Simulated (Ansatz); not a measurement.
What isotropic strain −4.24 % does to Mg2Si

Consider Mg2Si (space group Fm-3m, No. 225; a = 6.3261 Å).

Perturbation: an isotropic linear strain of −4.24 %; the atoms relax in the strained cell.

Computed with plane-wave PAW DFT at the PBEsol level (Ansatz, a program for electronic structure, 420 eV), no SOC. k-mesh 13×13×13 (Γ-centred); smearing 0.05 eV (Fermi–Dirac).

Volume per atom: 18.53 Å³ (base 21.10 Å³)
Space group: Fm-3m (No. 225) (base Fm-3m (No. 225))
Shortest interatomic distance: 2.623 Å (base 2.739 Å)
Energy relative to the base (free energy F): +68 meV/atom
Pressure: 9.4 GPa (base 0.0 GPa)
Band gap: zero (base 0.12 eV)

Final structure:

```
CELL_PARAMETERS angstrom
      0.00000     3.02893     3.02893
      3.02893     0.00000     3.02893
      3.02893     3.02893     0.00000
ATOMIC_POSITIONS crystal
  Si 0.00000 0.00000 0.00000
  Mg 0.25000 0.25000 0.25000
  Mg 0.75000 0.75000 0.75000
```

Whether these cells are dynamically stable was not tested. The final runs are not spin-polarised. The zero or small gap of Mg2Si can change with the level of theory.
